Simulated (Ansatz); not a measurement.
Take Mg2Sn (space group Fm-3m, No. 225; a = 6.6638 Å; relaxed with 0.1 eV smearing) as the base. Axes: x, y, z lie along the cube axes.

All numbers come from DFT with LDA, PAW potentials and a 420 eV plane-wave cutoff in Ansatz (an electronic-structure program), scalar-relativistic without spin-orbit coupling.

Before the change:

| Quantity | Value |
|---|---|
| Volume per atom | 24.66 Å³ |

It is then changed as follows: biaxial strain −1.25 %, plane normal [111], relaxed out of plane (Cartesian); in-plane vectors clamped, the third vector and the atoms free.

### Question
How does this affect the volume per atom?

### Answer
The volume per atom falls by 0.45 Å³ (24.66 Å³ → 24.21 Å³).

Stability against distortions was not tested.
